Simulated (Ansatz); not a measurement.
**MoTe2, response to strain**

The reference is MoTe2 (space group P6_3/mmc, No. 194; a = 3.497 Å, c = 13.696 Å; layered, stacked along the Cartesian z axis).

Strains are applied to the cell and any free atomic positions relax.

Method: DFT with PBE-D3(BJ), PAW potentials and a 420 eV plane-wave cutoff in Ansatz (a first-principles code), scalar-relativistic without spin-orbit coupling.

Notes on the quantities. energy relative to the base: free energy F.

| case | band gap | energy relative to the base | smallest direct gap | volume per atom |
|---|---|---|---|---|
| base | 0.60 eV | 0 meV/atom | 1.03 eV | 24.17 Å³ |
| isotropic strain −3.00 % | 0.27 eV | +36 meV/atom | 0.61 eV | 22.06 Å³ |
| isotropic strain −2.40 % | 0.35 eV | +22 meV/atom | 0.70 eV | 22.47 Å³ |
| isotropic strain −1.80 % | 0.42 eV | +12 meV/atom | 0.78 eV | 22.89 Å³ |
| isotropic strain −1.20 % | 0.49 eV | +5.3 meV/atom | 0.87 eV | 23.31 Å³ |
| isotropic strain −0.60 % | 0.55 eV | +1.3 meV/atom | 0.95 eV | 23.74 Å³ |

Spin-orbit coupling, missing from the scalar runs, can matter with Te. Stability against distortions was not tested. The D3 term's C6 switches between coordination references near this geometry, which can add small steps to energies. The zero or small gap of MoTe2 under isotropic strain −3.00 % can change with the level of theory.
